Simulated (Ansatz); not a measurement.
Si, pressure series

Base system: Si in the diamond structure (space group Fd-3m, No. 227; a = 5.4338 Å).

Cell and atoms are relaxed at each pressure.

All numbers come from PBEsol, PAW, 420 eV (Ansatz, a quantum-chemistry and plane-wave program; scalar-relativistic without spin-orbit coupling).

Candidates:
(a) pressure −2 GPa
(b) pressure −1 GPa
(c) pressure 9 GPa
(d) pressure 4.5 GPa

For the base:

```
Property   Result
--------  -------
Band gap  0.47 eV
```

Question: Order them by band gap, lowest first.

Answer: (c) pressure 9 GPa (0.31 eV), (d) pressure 4.5 GPa (0.38 eV), (b) pressure −1 GPa (0.49 eV), (a) pressure −2 GPa (0.51 eV)

Load acts through the strain it causes; cell and atoms are relaxed under it. No phonon test of stability was made. Tetrahedral semiconductors of this kind turn to denser phases somewhere between about 1 and 50 GPa; those were not computed, so compressed cells here can lie past the real transition.
